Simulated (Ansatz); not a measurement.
The parent structure is CdTe in the zinc blende structure (space group F-43m, No. 216; a = 6.5578 Å). Axes: x, y, z lie along the cube axes.

Level of theory: Kohn–Sham DFT with the r2SCAN functional, run in Ansatz (an electronic-structure program) with PAW and 500 eV plane waves, without spin-orbit coupling.

Before the change:

```
Property                            Result
---------------------  -------------------
Valence-band top at Γ  0.00, 0.00, 0.00 eV
```

Now apply this change: biaxial strain −1.25 %, plane normal [111], relaxed out of plane (Cartesian); in-plane vectors clamped, the third vector and the atoms free.

Estimate the effect on the in-plane stress.

The mean in-plane stress (compression positive) is +0.9 GPa.

How does this affect the valence-band top at Γ?

The valence-band top at Γ (three highest levels, from the VBM) becomes 0.00, 0.00, -0.13 eV (base: 0.00, 0.00, 0.00 eV).

Spin-orbit coupling, missing from the scalar runs, can matter with Te. The levels and masses belong to the bands next to the band gap. Stability against distortions was not tested.
